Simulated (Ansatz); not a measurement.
Base system: CdSe in the zinc blende structure (space group F-43m, No. 216).

```xyz
2
Lattice="0.0000 3.0037 3.0037 3.0037 0.0000 3.0037 3.0037 3.0037 0.0000" Properties=species:S:1:pos:R:3 pbc="T T T"
Cd     0.0000     0.0000     0.0000
Se     1.5019     1.5019     1.5019
```

Level of theory: LDA, PAW, 420 eV (Ansatz, a program for electronic structure; without spin-orbit coupling).

Before the change:

The width of the top valence band is 2.41 eV. The electron mass comes out as 0.041 mₑ (at Γ).

Perturbation: a negative pressure, −1 GPa.

### Question
Estimate the effect on the width of the top valence band and electron mass.

### Answer
The width of the top valence band drops by 0.07 eV (2.41 eV → 2.34 eV); the electron mass goes from 0.041 mₑ (at Γ) to 0.038 mₑ (at Γ).

The levels and masses belong to the bands next to the band gap. Load acts through the strain it causes; cell and atoms are relaxed under it. Effective masses come from finite differences of ±0.01 Å⁻¹. Whether these cells are dynamically stable was not tested.
